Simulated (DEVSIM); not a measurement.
Structure: Pt/Si3N4/SiO2/p-Si capacitor, at 400 K.

Layer 1 from the left is Si3N4, thickness (nm) 28.0. Layer 2 from the left is SiO2, thickness (nm) 1.10. Layer 3 from the left is Si, thickness (nm) 3300, Na (cm⁻³) 3.1e16.

Metal gate on the left, work function 5.6 eV. Fixed charge at the semiconductor interface -7.7e11 cm⁻² (in units of +e); no interface traps.

Constants are typed, rounded textbook-type inputs, not results; the design itself was drawn at random and stands for no fabricated device. Values at 300 K; Nc and Nv go as T^1.5, mobilities as T to minus their exponent, the gap by Varshni's rule with the affinity fixed.

Si3N4: gap (eV) 5.1, affinity (eV) 2.1, permittivity 7.5. SiO2: gap (eV) 9, affinity (eV) 0.9, permittivity 3.9. Si: gap (eV) 1.124, affinity (eV) 4.05, permittivity 11.7, Nc (cm⁻³) 2.86e19, Nv (cm⁻³) 3.1e19, Varshni α (eV/K) 0.000473, Varshni β (K) 636.

Simulated with DEVSIM: 1D Poisson equation in equilibrium, Boltzmann statistics, complete ionisation; no quantum confinement or tunnelling. Metal contacts follow the ideal Schottky-Mott rule: no Fermi-level pinning, no interface dipoles.

What does the simulation give for the threshold voltage (band bending 2φF), the minimum of the low-frequency capacitance, the flat-band voltage?

threshold voltage (band bending 2φF) 2.21 V; minimum of the low-frequency capacitance 0.0589 μF/cm²; flat-band voltage 1.27 V.
